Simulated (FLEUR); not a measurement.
Input and output of a self-consistent single point for LaCu₂ (P6/mmm, 3 atoms in the cell) (FLEUR).

Method of the run: FLEUR with LDA (Perdew-Zunger), all-electron FLAPW (FLEUR), scalar-relativistic valence.

```yaml
crystal:
  lattice:
    - [4.30029, 0.00000, 0.00000]
    - [-2.15015, 3.72416, 0.00000]
    - [0.00000, 0.00000, 3.85096]
  atoms:
    - { symbol: La, position: [0.00000, 0.00000, 0.00000] }
    - { symbol: Cu, position: [0.33333, 0.66667, 0.50000] }
    - { symbol: Cu, position: [0.66667, 0.33333, 0.50000] }
```

Reference input (self-consistent single point, DFT, LDA (Perdew-Zunger), all-electron FLAPW (FLEUR), scalar-relativistic valence): Kmax = 3.8 1/bohr; GmaxXC = 13.3 1/bohr; xcFunctional = pz; jspins = 1; l_soc = F; mode = hist; fermiSmearingEnergy = 0.00183747 Htr; mesh (inpgen div1-3) = 9 9 9; inpgen gamma flag = false; Gmax = 13.3 1/bohr; numbands = 0; maxIterBroyd = 40. This run's input differs from it in these lines:

```diff
@@ -16,3 +16,3 @@
 &exco xctyp='pz' /
-&kpt div1=9 div2=9 div3=9 /
+&kpt div1=5 div2=5 div3=5 /
 &end /
```

Log, with long lists cut:

```
 Iteration:     1   Distance:      40.98295258 me/bohr^3
 Iteration:     2   Distance:      16.98049232 me/bohr^3
 Iteration:     3   Distance:       7.14322658 me/bohr^3
 Iteration:     4   Distance:       5.31494432 me/bohr^3
 Iteration:     5   Distance:       2.31766366 me/bohr^3
   [... 8 lines left out ...]
 Iteration:    14   Distance:       0.00219823 me/bohr^3
 Iteration:    15   Distance:       0.00046187 me/bohr^3
 Iteration:    16   Distance:       0.00006798 me/bohr^3
 Iteration:    17   Distance:       0.00000768 me/bohr^3
 Run finished successfully
 Stop message:
   Structural relaxation: Done

[file out, last iteration]
             iter=     18
[...]
          total density-effective poten   -1.9569733971E+04
          total charge density-energy d   -3.2771164662E+02
 Updated energy parameters for spin:           1
[...]
 fermi energy and band-weighting factors:
    0.414395    0.415730

[...]
FERMIE:
          first approx. to ef    (T=0)  :   0.328713 htr   (energy of the highest occ. eigenvalue)
          number of occ. states  (T=0)  :        244
          first approx. to seigv (T=0)  :   2.299271 htr
          sum of weights of occ. states :  16.504000
          sum of semicore charge        :   0.000000 e
FERHIS:  Fermi-Energy by histogram:
          bandgap                     :   0.007836 htr
   [... lines left out ...]
          charge neutrality (T=0)     :   0.008000    (zero if the highest occ. eigenvalue is "entirely" occupied)
     EF_NEWTON:  Adjust Fermi-Energy by Newton-Method.
 Direct bandgap for spin            1 :    1.3794811888969916E-002  Htr
 ---->    free energy=                    -11796.2512653152 htr
   [... lines left out ...]
      extrapolation for T->0
 ---->    total electron energy=          -11796.2510801341 htr
 ***** TOTAL FORCES ON ATOMS *****
 TOTAL FORCE FOR ATOM TYPE=  1  X=  0.000   Y=  0.000   Z=  0.000
                       FX_TOT= 0.000000 FY_TOT= 0.000000 FZ_TOT= 0.000000
 TOTAL FORCE FOR ATOM TYPE=  2  X=  4.063   Y= -2.346   Z=  3.639
                       FX_TOT= 0.000000 FY_TOT= 0.000000 FZ_TOT= 0.000000
 Structural relaxation: Done
```

The run converged in 17 iterations. FLEUR gives forces in its relaxation mode, with a further iteration, so its stop message speaks of a relaxation. Against the reference run the free energy drops by 7.2 meV/atom.

The starting cell comes from a database of computed structures (which also holds hypothetical and non-ambient phases and stackings), without a prior relaxation at this level. Spin polarisation is off. Values depend on the basis (sphere radii, cutoffs, local orbitals), which need not be converged. The log's line on a gap gives a spacing of levels on this mesh, which the program prints for metals too.

Cost on one core of a shared machine: roughly 30 s.
